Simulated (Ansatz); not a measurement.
```xyz
3
Lattice="3.6388 0.0000 0.0000 -1.8194 3.1513 0.0000 0.0000 0.0000 5.4372" Properties=species:S:1:pos:R:3 pbc="T T T"
Sn     0.0000     0.0000     0.0000
S      0.0000     2.1009     1.4643
S      1.8194     1.0504     3.9729
```

Level of theory: PBEsol+D3BJ with spin-orbit coupling, rigid bands (plane waves, PAW; Ansatz, a first-principles code). Condition of this run: uniaxial stress zz = 1 GPa (compression positive) (the target of the relaxation). How the cell was made: cell and atoms relaxed with PBEsol+d3bj, then loaded as said.

**Question.** Predict the hole conductivity mass (n e² τ/σ) at 300 K, by direction if it differs.

**Answer.** 2.3 (x), 2.3 (y), 0.23 (z) mₑ.

**Question.** What conductivity effective mass do dilute electrons have at 300 K?

**Answer.** 0.34 (x), 0.34 (y), 0.28 (z) mₑ.

**Question.** And the band gap?

**Answer.** 0.78 eV at this level; semilocal functionals usually fall short of the measured gap.

Rigid bands, one relaxation time for all states, no polarons. Geometry: cell and atoms relaxed with PBEsol+D3(BJ).

PBEsol with a dispersion correction tends to overbind, so the cell can be several per cent short, in bad cases over ten, which usually narrows a gap: SnS2 under load (space group P-3m1).
